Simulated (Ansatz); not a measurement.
Input:

End structure of a constructed model of the (111) surface of fcc Ag, a layer of Pt in place of the second plane (bottom of the slab: a bare face, its two planes held):

```yaml
crystal:
  lattice:
    - [2.93338, 0.00000, 0.00000]
    - [-1.46669, 2.54038, 0.00000]
    - [0.00000, 0.00000, 28.00000]
  atoms:
    - { symbol: Ag, position: [0.33333, 0.66667, 0.28808] }
    - { symbol: Ag, position: [0.66667, 0.33333, 0.37362] }
    - { symbol: Ag, position: [0.00000, 0.00000, 0.45936] }
    - { symbol: Ag, position: [0.33333, 0.66667, 0.54439] }
    - { symbol: Pt, position: [0.66667, 0.33333, 0.62703] }
    - { symbol: Ag, position: [0.00000, 0.00000, 0.70946] }
```

Model: 6-atom slab, 11.9 Å thick at the start with caps and adatoms (thin: gaps and levels are the slab's own), 15x15x1 mesh, Fermi-Dirac 0.1 eV, dipole correction, 2 atoms held, the rest relaxed; symmetry of the start imposed; no spin, no spin-orbit, no U. In PBE it lies 0.08 eV a 1x1 cell over the lowest computed structure of the same composition (a layer of Pt in place of the third plane).

Q: Estimate the work function of the top face that PBE run with Ansatz (an electronic-structure program) returns for this input.

A: 4.59 eV
